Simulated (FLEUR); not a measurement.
Input and output of a self-consistent single point for RbPbF3 (Pm-3m, 5 atoms in the cell) (FLEUR).

Method: LDA (Perdew-Zunger), all-electron FLAPW (FLEUR), scalar-relativistic valence.

```xyz
5
Lattice="4.8617 0.0000 0.0000 0.0000 4.8617 0.0000 0.0000 0.0000 4.8617" Properties=species:S:1:pos:R:3 pbc="T T T"
Rb     0.0000     0.0000     0.0000
Pb     2.4309     2.4309     2.4309
F      0.0000     2.4309     2.4309
F      2.4309     0.0000     2.4309
F      2.4309     2.4309     0.0000
```

Reference input (self-consistent single point, DFT, PBEsol, all-electron FLAPW (FLEUR), scalar-relativistic valence): Kmax = 3.9 1/bohr; GmaxXC = 15.6 1/bohr; xcFunctional = PBEs; jspins = 1; l_soc = F; mode = hist; fermiSmearingEnergy = 0.0001 Htr; mesh (inpgen div1-3) = 4 4 4; inpgen gamma flag = true; Gmax = 15.6 1/bohr; numbands = 0; maxIterBroyd = 15. This run's input differs from it in these lines:

```diff
@@ -17,3 +17,3 @@
 &comp jspins=1 /
-&exco xctyp='PBEs' /
+&exco xctyp='pz' /
 &kpt div1=4 div2=4 div3=4 gamma=t /
@@ -30,3 +30,3 @@
       <coreElectrons ctail="T" frcor="F" kcrel="0" coretail_lmax="0"/>
-      <xcFunctional name="PBEs" relativisticCorrections="F"/>
+      <xcFunctional name="pz" relativisticCorrections="F"/>
       <magnetism jspins="1"/>
```

The program printed (abridged):

```
 Iteration:     1   Distance:      11.65251002 me/bohr^3
 Iteration:     2   Distance:       9.93797966 me/bohr^3
 Iteration:     3   Distance:       4.80649182 me/bohr^3
 Iteration:     4   Distance:       6.97957523 me/bohr^3
 Iteration:     5   Distance:       2.47125606 me/bohr^3
   [... 9 lines left out ...]
 Iteration:    15   Distance:       0.00003991 me/bohr^3
 Iteration:    16   Distance:       0.00003766 me/bohr^3
 Iteration:    17   Distance:       0.00001970 me/bohr^3
 Iteration:    18   Distance:       0.00000451 me/bohr^3
 Run finished successfully
 Stop message:
   Structural relaxation: Done

[file out, last iteration]
             iter=     19
[...]
          total density-effective poten   -4.2549039381E+04
          total charge density-energy d   -5.0568516265E+02
 Updated energy parameters for spin:           1
[...]
 fermi energy and band-weighting factors:
    0.556973    0.556973

[...]
FERMIE:
          first approx. to ef    (T=0)  :   0.085878 htr   (energy of the highest occ. eigenvalue)
          number of occ. states  (T=0)  :        220
          first approx. to seigv (T=0)  : -13.821256 htr
          sum of weights of occ. states :  22.000000
          sum of semicore charge        :   0.000000 e
FERHIS:  Fermi-Energy by histogram:
          bandgap                     :   0.110257 htr
   [... lines left out ...]
          charge neutrality (T=0)     :   0.000000    (zero if the highest occ. eigenvalue is "entirely" occupied)
 Direct bandgap for spin            1 :   0.11145437449191008       Htr
 ---->    free energy=                    -24193.5361210530 htr
   [... lines left out ...]
 TOTAL FORCE FOR ATOM TYPE=  1  X=  0.000   Y=  0.000   Z=  0.000
                       FX_TOT= 0.000000 FY_TOT= 0.000000 FZ_TOT= 0.000000
 TOTAL FORCE FOR ATOM TYPE=  2  X=  4.594   Y=  4.594   Z=  4.594
                       FX_TOT= 0.000000 FY_TOT= 0.000000 FZ_TOT= 0.000000
 TOTAL FORCE FOR ATOM TYPE=  3  X=  0.000   Y=  4.594   Z=  4.594
                       FX_TOT= 0.000000 FY_TOT= 0.000000 FZ_TOT= 0.000000
 Structural relaxation: Done
```

The run converged in 18 iterations. FLEUR gives forces in its relaxation mode, with a further iteration, so its stop message speaks of a relaxation. Against the reference run the gap on the mesh goes from 3.113 to 3.000 eV.

The starting cell comes from a database of computed structures (which also holds hypothetical and non-ambient phases and stackings), without a prior relaxation at this level. Spin-orbit coupling is off. Values depend on the basis (sphere radii, cutoffs, local orbitals), which need not be converged.

Cost on one core of a shared machine: roughly 50 s.
